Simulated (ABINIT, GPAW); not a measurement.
An ABINIT input for a self-consistent single point of YIn5Rh (P4/mmm, 7 atoms in the cell) (DFT, PBEsol, plane waves, norm-conserving pseudopotentials (PseudoDojo nc-sr-04 PBEsol standard)):

```
# YIn5Rh, PseudoDojo nc-sr-04 PBEsol standard
pp_dirpath "./"
pseudos "Y.upf, In.upf, Rh.upf"
acell 3*1.0 Angstrom
rprim
         4.6378200000    0.0000000000    0.0000000000
         0.0000000000    4.6378200000    0.0000000000
         0.0000000000    0.0000000000    7.4429300000
natom 7
ntypat 3
znucl 39 49 45
typat 1 2 2 2 2 2 3
xcart
         0.0000000000    0.0000000000    0.0000000000
         0.0000000000    2.3189100000    2.2435223899
         0.0000000000    2.3189100000    5.1994076101
         2.3189100000    0.0000000000    2.2435223899
         2.3189100000    0.0000000000    5.1994076101
         2.3189100000    2.3189100000    0.0000000000
         0.0000000000    0.0000000000    3.7214650000
      Angstrom
ecut 44
ixc -116133
occopt 3
tsmear 0.136 eV
nband 59
kptopt 1
ngkpt 5 5 3
nshiftk 1
shiftk 0 0 0
nstep 60
tolvrs 1.0e-12
prtwf 0
prtden 0
enunit 1
```

Q: Translate this input to GPAW.

A: One input that does it (others would too):

```python
from ase import Atoms
from ase.units import GPa
from gpaw import GPAW

atoms = Atoms(['Y', 'In', 'In', 'In', 'In', 'In', 'Rh'],
              cell=[[4.637820, 0.000000, 0.000000],
                    [0.000000, 4.637820, 0.000000],
                    [0.000000, 0.000000, 7.442930]],
              positions=[[0.000000, 0.000000, 0.000000],
                         [0.000000, 2.318910, 2.243522],
                         [0.000000, 2.318910, 5.199408],
                         [2.318910, 0.000000, 2.243522],
                         [2.318910, 0.000000, 5.199408],
                         [2.318910, 2.318910, 0.000000],
                         [0.000000, 0.000000, 3.721465]],
              pbc=True)

calc = GPAW(mode={'name': 'pw', 'ecut': 550},
            xc='PBEsol',
            kpts=(5, 5, 3),
            occupations={'name': 'fermi-dirac', 'width': 0.136},
            nbands=-11,
            convergence={'density': 1e-05},
            symmetry={'symmorphic': False, 'tolerance': 0.0005},
            maxiter=120)

atoms.calc = calc

energy = atoms.get_potential_energy()
print('Energy (eV):', round(energy, 6))
forces = atoms.get_forces()
print('Forces (eV/Ang):')
print(forces.round(5))
stress = atoms.get_stress()
print('Stress (GPa, Voigt):', (stress / GPa).round(4))
```

Basis, cutoffs, solver keys and any potentials are the target program's own. This input uses DFT PBEsol, plane waves, GPAW PAW datasets PBEsol (made by gpaw-setup).

The starting cell comes from a database of computed structures (which also holds hypothetical and non-ambient phases and stackings), without a prior relaxation at this level.
